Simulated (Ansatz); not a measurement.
```
Ca
1.0
    0.00000     2.72640     2.72640
    2.72640     0.00000     2.72640
    2.72640     2.72640     0.00000
Ca
1
Direct
  0.00000   0.00000   0.00000
```

The run noted for some of its cells that some bands missed the eigensolver's tolerance.

By how much do the lattice constants and the volume change from 300 K to 875 K (the quasi-harmonic free energy, PBEsol in Ansatz, a quantum-chemistry and plane-wave program), and how far does the bulk modulus soften?

a by 1.42 %, the volume by 4.32 %; B_T goes from 16.6 to 14.1 GPa. No phase change or melting is allowed for: the numbers belong to this structure as given.
